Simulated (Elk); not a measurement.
Input and output of a self-consistent single point for MnI₂ (P-3m1, 3 atoms in the cell) (Elk).

Method: Elk with PBEsol, all-electron FP-LAPW, Elk's shipped species files, APW+lo basis with extra local orbitals.

The change in words: lattice scaled by 0.98. Reference geometry:
```
CELL_PARAMETERS angstrom
      4.16858     0.00000     0.00000
     -2.08429     3.61010     0.00000
      0.00000     0.00000     7.14620
ATOMIC_POSITIONS crystal
  Mn 0.00000 0.00000 0.00000
  I  0.33333 0.66667 0.23089
  I  0.66667 0.33333 0.76911
```
Moments meant for the start (each program seeds them in its own way; μB, in the order of the atoms Mn I I): 4.0 0.0 0.0.

Reference input (self-consistent single point, DFT, PBEsol, all-electron FP-LAPW, Elk's shipped species files, APW+lo basis with extra local orbitals): xctype = 22; spinpol = true; rgkmax = 8; stype = 3; swidth = 0.00183747 Ha; ngridk = 5 5 3; reducebf = 0.5; tforce = true; gmaxvr = 18 1/bohr; lmaxapw = 10; lmaxo = 8; nxlo = 2. This run's input differs from it in these lines:

```diff
@@ -52,5 +52,5 @@
 avec
-    7.8774743347    0.0000000450    0.0000000000
-   -3.9387372063    6.8220928690    0.0000000000
-    0.0000000000    0.0000000000   13.5043608318
+    7.7199243828   -0.0000000234    0.0000000000
+   -3.8599621712    6.6856506425    0.0000000000
+    0.0000000000    0.0000000000   13.2342736152
```

Output, abridged:

```
│ Self-consistent loop started │
│ Loop number : 1 │
 total energy                :     -15407.4100014
 total moment                :    4.382451659
│ Loop number : 2 │
 total energy                :     -15407.0206738
 total moment                :    4.485016462
RMS change in Kohn-Sham potential (target) :    2.969511251     (  0.1000000000E-05)
Absolute change in total energy (target)   :   0.3893276623     (  0.1000000000E-03)
│ Loop number : 3 │
 total energy                :     -15434.1048872
 total moment                :   0.3654343641
RMS change in Kohn-Sham potential (target) :    2.867565716     (  0.1000000000E-05)
   [... lines left out ...]
│ Loop number : 18 │
 total energy                :     -15389.8286312
 total moment                :   -4.999919703
RMS change in Kohn-Sham potential (target) :   0.4327808911E-05 (  0.1000000000E-05)
Absolute change in total energy (target)   :   0.2111847753E-03 (  0.1000000000E-03)
│ Loop number : 19 │
 total energy                :     -15389.8285100
 total moment                :   -4.999919716
RMS change in Kohn-Sham potential (target) :   0.8006034247E-06 (  0.1000000000E-05)
Absolute change in total energy (target)   :   0.6839276466E-04 (  0.1000000000E-03)
Convergence targets achieved

│ Loop number : 20 │

Energies :
 Fermi                       :     0.153418682592
 xc effective B-field        :    -0.355012965236
 external B-field            :      0.00000000000
 total energy                :     -15389.8284916
 (external B-field energy excluded from total)

Density of states at Fermi energy :   0.2072732723E-01
 (states/Hartree/unit cell)

Estimated indirect band gap :   0.3248181800E-01
 from k-point      6 to k-point      9
Estimated direct band gap   :   0.3845701274E-01
 at k-point      3

Charges :
 core                        :    82.00000000
 valence                     :    49.00000000
 interstitial                :    5.607319643
 muffin-tins (core leakage)
  species :    1 (Mn)
   atom    1                 :    23.46759133     ( -0.1243449788E-13)
  species :    2 (I)
   [... lines left out ...]
 total moment                :   -4.999919730
   [... lines left out ...]
   total force               :     0.00000000   -0.00000000   -0.00091561
   total magnitude           :     0.00091561
  atom :    2
   Hellmann-Feynman          :    -0.00000000   -0.00000000   -0.03868994
   IBS                       :     0.00000000    0.00000000    0.03960555
   total force               :    -0.00000000   -0.00000000    0.00091561
   total magnitude           :     0.00091561
```

The run converged in 20 iterations. The count includes the last loop, which Elk runs after its targets are met. Against the reference run the free energy falls by 8.8 meV/atom, the gap on the mesh goes from 1.103 to 0.884 eV and the size of the net moment stays at 1.67 μB/atom.

The starting cell comes from a database of computed structures (which also holds hypothetical and non-ambient phases and stackings), without a prior relaxation at this level. For this run, on top of that: lattice scaled by 0.98. Spin-orbit coupling is off. With one magnetic atom in the cell only a parallel order is possible. Values depend on the basis (sphere radii, cutoffs, local orbitals), which need not be converged.

Cost on one core of a shared machine: roughly 2 min.
